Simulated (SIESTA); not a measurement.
## Input and output of a self-consistent single point for Mg₆BSb (Amm2, 8 atoms in the cell) (SIESTA)

Method of the run: GGA PBEsol, numerical atomic orbitals DZP, PseudoDojo PBEsol standard norm-conserving potentials (rewritten from UPF to PSML) run with SIESTA.

Input:

```
# files in the folder: Mg.psml B.psml Sb.psml (PseudoDojo PBEsol standard)
SystemName  Mg6BSb
SystemLabel siesta

NumberOfAtoms                8
NumberOfSpecies              3
%block ChemicalSpeciesLabel
  1 12 Mg
  2 5 B
  3 51 Sb
%endblock ChemicalSpeciesLabel
LatticeConstant              1.0 Ang
%block LatticeVectors
     4.479620000    0.000000000    0.000000000
     0.000000000    2.975750000    6.516295000
     0.000000000   -2.975750000    6.516295000
%endblock LatticeVectors
AtomicCoordinatesFormat      Fractional
%block AtomicCoordinatesAndAtomicSpecies
     0.000000000    0.310340000    0.817040000  1
     0.000000000    0.817040000    0.310340000  1
     0.000000000    0.323190000    0.323190000  1
     0.500000000    0.121350000    0.672570000  1
     0.500000000    0.672570000    0.121350000  1
     0.500000000    0.178100000    0.178100000  1
     0.000000000    0.919610000    0.919610000  2
     0.500000000    0.657790000    0.657790000  3
%endblock AtomicCoordinatesAndAtomicSpecies

XC.functional                GGA
XC.authors                   PBEsol
PAO.BasisSize                DZP
PAO.EnergyShift              0.005 Ry
MeshCutoff                   350 Ry
%block kgrid.MonkhorstPack
    5   0   0  0.0
    0   4   0  0.0
    0   0   4  0.0
%endblock kgrid.MonkhorstPack
OccupationFunction           MP
OccupationMPOrder            1
ElectronicTemperature        0.05 eV

MaxSCFIterations             150
SCF.Mixer.Method             Pulay
SCF.Mixer.Weight             0.25
SCF.Mixer.History            8
SCF.DM.Tolerance             1.0E-05
Diag.ParallelOverK           true
WriteForces                  true
Charge.Mulliken              end
```

Log, with long lists cut:

```
reinit: Reading from file input.fdf

reinit: System Name: Mg6BSb
reinit: System Label: siesta

coor:   Atomic-coordinates input format  =     Fractional

siesta: Atomic coordinates (Bohr) and species
siesta:      0.00000  -2.84935  13.88257  1        1
siesta:      0.00000   2.84935  13.88257  1        2
siesta:      0.00000   0.00000   7.95953  1        3
siesta:      4.23263  -3.09970   9.77634  1        4
siesta:      4.23263   3.09970   9.77634  1        5
siesta:      4.23263   0.00000   4.38625  1        6
siesta:      0.00000   0.00000  22.64818  2        7
siesta:      4.23263   0.00000  16.20007  3        8

siesta: System type = bulk

initatomlists: Number of atoms, orbitals, and projectors:      8    85    88

siesta: ******************** Simulation parameters ****************************
redata: Spin configuration                          = none
redata: Time-Reversal Symmetry                      = T
redata: Number of Atomic Species                    =        3
redata: Mesh Cutoff                                 =   350.0000 Ry
redata: Net charge of the system                    =     0.0000 |e|
redata: Min. number of SCF Iter                     =        0
redata: Max. number of SCF Iter                     =      150
redata: SCF convergence failure will abort job
redata: SCF mix quantity                            = Hamiltonian
redata: Mix DM or H after convergence               =   F
redata: Recompute H after scf cycle                 =   F
redata: Mix DM in first SCF step                    =   T
redata: No kicks to SCF
redata: DM Mixing Weight for Kicks                  =     0.5000
redata: Require Harris convergence for SCF          =   F
redata: Harris energy tolerance for SCF             =     0.000100 eV
redata: Require DM convergence for SCF              =   T
redata: DM tolerance for SCF                        =     0.000010
redata: Require EDM convergence for SCF             =   F
   [... lines left out ...]
diag: Used triangular part                          = Lower
diag: Absolute tolerance                            =  0.100E-15
diag: Orthogonalization factor                      =  0.100E-05
diag: Memory factor                                 =  1.0000

superc: Internal auxiliary supercell:     5 x     5 x     5  =     125
superc: Number of atoms, orbitals, and projectors:   1000  10625  11000

                        Single-point calculation

superc: Internal auxiliary supercell:     5 x     5 x     5  =     125
superc: Number of atoms, orbitals, and projectors:   1000  10625  11000

outcell: Unit cell vectors (Ang):
        4.479620    0.000000    0.000000
        0.000000    2.975750    6.516295
        0.000000   -2.975750    6.516295

outcell: Cell vector modules (Ang)   :    4.479620    7.163602    7.163602
outcell: Cell angles (23,13,12) (deg):     49.0888     90.0000     90.0000
outcell: Cell volume (Ang**3)        :    173.7274
new_DM -- step:     1
Initializing Density Matrix...

Attempting to read DM from file... Failed...
DM filled with atomic data:

InitMesh: MESH = 64 x 80 x 80 = 409600
InitMesh: Mesh cutoff (required, used) =   350.000   416.563 Ry

stepf: Methfessel-Paxton step function
       Using Hermite-Gauss polynomials of order  1
        iscf     Eharris(eV)        E_KS(eV)     FreeEng(eV)     dDmax    Ef(eV) dHmax(eV)
   scf:    1   -12179.281623   -12218.172398   -12218.172823  1.801668 -3.949100 11.628917
   scf:    2   -12224.078977   -12225.024486   -12225.026019  0.831499 -3.557062  2.971103
   scf:    3   -12225.532549   -12225.417200   -12225.417735  0.160554 -3.616208  1.814899
   scf:    4   -12225.511414   -12225.472407   -12225.472793  0.066776 -3.616655  0.699845
   scf:    5   -12225.488976   -12225.482384   -12225.483585  0.020604 -3.637636  0.131360
   scf:    6   -12225.483187   -12225.482851   -12225.484012  0.005353 -3.639302  0.046482
   [... 3 lines left out ...]
   scf:   10   -12225.483169   -12225.483162   -12225.484164  0.000450 -3.641854  0.000485
   scf:   11   -12225.483156   -12225.483159   -12225.484164  0.000067 -3.641852  0.000126
   scf:   12   -12225.483159   -12225.483159   -12225.484164  0.000017 -3.641862  0.000061
   scf:   13   -12225.483159   -12225.483159   -12225.484164  0.000016 -3.641874  0.000014
   scf:   14   -12225.483159   -12225.483159   -12225.484164  0.000002 -3.641876  0.000004
SCF Convergence by DM+H criterion
max |DM_out - DM_in|         :     0.0000020535
max |H_out - H_in|      (eV) :     0.0000042205
SCF cycle converged after 14 iterations

Using DM_out to compute the final energy and forces

siesta: E_KS(eV) =           -12225.4832

siesta: E_KS - E_eggbox =    -12225.4832

siesta: Atomic forces (eV/Ang):
     1   -0.000000    0.088765   -0.077264
     2   -0.000000   -0.088765   -0.077264
     3   -0.000000    0.000000   -0.043888
     4   -0.000000    0.107439    0.156022
     5   -0.000000   -0.107439    0.156022
     6   -0.000000   -0.000000   -0.054771
     7    0.000000    0.000000   -0.217249
     8   -0.000000   -0.000000    0.154807
   Tot   -0.000000    0.000000   -0.003586
   Max    0.217249
   Res    0.085527    sqrt( Sum f_i^2 / 3N )
   Max    0.217249    constrained

Stress tensor Voigt[x,y,z,yz,xz,xy] (kbar):      -22.89      -16.06        0.02        0.00        0.00        0.00
(Free)E + p*V (eV/cell)   -12224.0771
Target enthalpy (eV/cell)   -12225.4842

siesta: Program's energy decomposition (eV):
siesta: Ebs     =     -3143.665108
siesta: Eions   =     14186.978462
siesta: Ena     =      1059.378544
siesta: Ekin    =      6987.380404
siesta: Enl     =     -4224.556613
siesta: Eso     =         0.000000
siesta: Edftu   =         0.000000
siesta: DEna    =        45.882024
siesta: DUscf   =         2.206370
siesta: DUext   =         0.000000
siesta: Ex      =     -1789.241075
siesta: Ec      =      -119.554351
siesta: Exc     =     -1908.795426
siesta: Eharris =    -12225.483159
siesta: Etot    =    -12225.483159
siesta: FreeEng =    -12225.484164

siesta: Atomic forces (eV/Ang):
siesta:      1   -0.000000    0.088765   -0.077264
siesta:      2   -0.000000   -0.088765   -0.077264
siesta:      3   -0.000000    0.000000   -0.043888
siesta:      4   -0.000000    0.107439    0.156022
siesta:      5   -0.000000   -0.107439    0.156022
siesta:      6   -0.000000   -0.000000   -0.054771
siesta:      7    0.000000    0.000000   -0.217249
siesta:      8   -0.000000   -0.000000    0.154807
siesta: ----------------------------------------
   [... lines left out ...]
siesta: Cell volume =        173.727412 Ang**3
siesta:          12.97612164         18.22131094  kBar
   [... lines left out ...]

Species: Mg
Atom  Qatom  Qorb
               2s      3s      3s      2py     2pz     2px     3py     3pz
               3px
   1  9.470   1.992   0.554  -0.016   2.019   2.014   2.019   0.350   0.293
              0.244
   2  9.470   1.992   0.554  -0.016   2.019   2.014   2.019   0.350   0.293
   [... 9 lines left out ...]

Species: B
Atom  Qatom  Qorb
               2s      2s      2py     2pz     2px     2py     2pz     2px
               3Pdxy   3Pdyz   3Pdz2   3Pdxz   3Pdx2-y2
   7  4.317   1.528  -0.137   1.405   0.862   1.635  -0.435  -0.098  -0.516
              0.015   0.013   0.024   0.009   0.012

Species: Sb
Atom  Qatom  Qorb
               5s      5s      5py     5pz     5px     5py     5pz     5px
               4dxy    4dyz    4dz2    4dxz    4dx2-y2 5dxy    5dyz    5dz2
               5dxz    5dx2-y2
   8 15.665   1.582   0.084   1.602   1.459   1.497  -0.357  -0.260  -0.232
              2.004   2.004   2.004   2.004   2.004   0.045   0.038   0.046

              0.077   0.065

mulliken: Qtot =       78.000

Mulliken Atomic Populations:
Atom #   charge [q] valence [e]  Species
     1     0.530007    9.469993  Mg
     2     0.530007    9.469993  Mg
     3     0.143460    9.856540  Mg
     4     0.440971    9.559029  Mg
     5     0.440971    9.559029  Mg
     6    -0.103423   10.103423  Mg
     7    -1.317167    4.317167  B
     8    -0.664826   15.664826  Sb
 Total    -0.000000
```

The run converged in 14 iterations.

The starting cell comes from a database of computed structures (which also holds hypothetical and non-ambient phases and stackings), without a prior relaxation at this level. Values carry the incompleteness of an atom-centred basis. The run gives no clean gap (levels at the Fermi energy touch, overlap or are partly filled at this smearing), which alone does not show that the compound is a metal.

Cost on one core of a shared machine: roughly 60 s.
